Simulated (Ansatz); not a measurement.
**SiC: pressure series**

The reference is SiC (space group P6_3mc, No. 186; a = 3.078 Å, c = 10.076 Å).

Cell and atoms are relaxed at each pressure.

Computed with Ansatz (a first-principles code) PBEsol, without spin-orbit coupling, earlier PAW set.

Notes on the quantities. enthalpy: H = E + PV relative to the base's energy.

| variant | lattice parameter a | enthalpy | band gap |
|---|---|---|---|
| base | 3.078 Å | – | 2.12 eV |
| pressure −2 GPa | 3.087 Å | -0.13 eV/atom | 2.12 eV |
| pressure −1 GPa | 3.083 Å | -0.06 eV/atom | 2.12 eV |
| pressure 3 GPa | 3.065 Å | +0.19 eV/atom | 2.12 eV |
| pressure 7 GPa | 3.048 Å | +0.44 eV/atom | 2.12 eV |
| pressure 15 GPa | 3.017 Å | +0.94 eV/atom | 2.13 eV |
| pressure 30 GPa | 2.969 Å | +1.83 eV/atom | 2.13 eV |
| pressure 50 GPa | 2.915 Å | +2.95 eV/atom | 2.14 eV |
| pressure 75 GPa | 2.861 Å | +4.28 eV/atom | 2.14 eV |
| pressure 100 GPa | 2.816 Å | +5.54 eV/atom | 2.14 eV |

Load acts through the strain it causes; cell and atoms are relaxed under it. Stability against distortions was not tested. No other phases were tried under pressure.
